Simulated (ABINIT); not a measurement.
ABINIT run on Mg2Ge (Fm-3m, 3 atoms in the cell): self-consistent single point.

Method of the run: PBEsol, norm-conserving pseudopotentials (PseudoDojo nc-sr-04 PBEsol standard) (plane waves; ABINIT 10.0.3).

```
Mg2Ge
1.0
    0.00000     3.18430     3.18430
    3.18430     0.00000     3.18430
    3.18430     3.18430     0.00000
Mg Ge
2 1
Direct
  0.75000   0.75000   0.75000
  0.25000   0.25000   0.25000
  0.00000   0.00000   0.00000
```

Reference input (self-consistent single point, DFT, LDA (PW92), plane waves, norm-conserving pseudopotentials (PseudoDojo nc-sr-04 LDA standard)): pseudos = [Mg.upf, Ge.upf]; ecut = 84 Ry; occopt = 7; tsmear = 0.00183747 Ha; ngkpt = 9 9 9; nshiftk = 1; shiftk = 0 0 0; potentials = PseudoDojo nc-sr-04 LDA standard; nband = 23; kptopt = 1; nstep = 50; tolvrs = 1e-10. This run's input differs from it in these lines:

```diff
@@ -1,2 +1,2 @@
-# Mg2Ge, PseudoDojo nc-sr-04 LDA standard
+# Mg2Ge, PseudoDojo nc-sr-04 PBEsol standard
 pp_dirpath "./"
```

Its files differ too (potentials: PseudoDojo nc-sr-04 LDA standard → PseudoDojo nc-sr-04 PBEsol standard).

Log, with long lists cut:

```
--- !BeginCycle
solver: {iscf: 7, nstep: 50, nline: 4, wfoptalg: 0, }
tolerances: {tolvrs: 1.00E-10, }
...

     iter   Etot(hartree)      deltaE(h)  residm     vres2
 ETOT  1  -206.45150656518    -2.065E+02 8.669E-01 8.311E+01
 ETOT  2  -207.79522905202    -1.344E+00 4.808E-02 4.338E+02
 ETOT  3  -207.82879437938    -3.357E-02 1.109E-02 1.394E+02
 ETOT  4  -207.84385620987    -1.506E-02 1.699E-03 2.346E+00
 ETOT  5  -207.84410440120    -2.482E-04 1.779E-03 2.065E-02
   [... 2 lines left out ...]
 ETOT  8  -207.84410643036    -1.637E-07 7.756E-04 5.236E-06
 ETOT  9  -207.84410643092    -5.616E-10 2.498E-04 3.772E-07
 ETOT 10  -207.84410643096    -4.258E-11 3.717E-04 1.320E-10
 ETOT 11  -207.84410643098    -1.623E-11 1.159E-04 3.874E-12
 At SCF step   11       vres2   =  3.87E-12 < tolvrs=  1.00E-10 =>converged.

 Cartesian components of stress tensor (hartree/bohr^3)
  sigma(1 1)=  2.90139518E-06  sigma(3 2)=  0.00000000E+00
  sigma(2 2)=  2.90139518E-06  sigma(3 1)=  0.00000000E+00
  sigma(3 3)=  2.90139518E-06  sigma(2 1)=  0.00000000E+00

 ----iterations are completed or convergence reached----

 reduced coordinates (array xred) for    3 atoms
       0.750000000000      0.750000000000      0.750000000000
       0.250000000000      0.250000000000      0.250000000000
       0.000000000000      0.000000000000      0.000000000000
 cartesian forces (eV/Angstrom) at end:
    1      0.00000000000000    -0.00000000000000     0.00000000000000
    2     -0.00000000000000     0.00000000000000    -0.00000000000000
   [... lines left out ...]
 Fermi (or HOMO) energy (hartree) =   0.15427   Average Vxc (hartree)=  -0.34622
 Fermi (or HOMO) energy (eV) =   4.19801   Average Vxc (eV)=  -9.42100
   [... lines left out ...]
total_energy        : -2.07844106430977E+02
total_energy_eV     : -5.65572576313200E+03
band_energy         : -3.47228751197439E+01
...

-Cartesian components of stress tensor (GPa)         [Pressure= -8.5362E-02 GPa]
- sigma(1 1)=  8.53619789E-02  sigma(3 2)=  0.00000000E+00
- sigma(2 2)=  8.53619789E-02  sigma(3 1)=  0.00000000E+00
- sigma(3 3)=  8.53619789E-02  sigma(2 1)=  0.00000000E+00

 Calculation completed.
```

The run converged in 11 iterations. Against the reference run the pressure goes from -1.98 to -0.09 GPa and the gap on the mesh goes from 0.216 to 0.163 eV.

The starting cell comes from a database of computed structures (which also holds hypothetical and non-ambient phases and stackings), without a prior relaxation at this level.

Cost on one core of a shared machine: roughly 2 min.
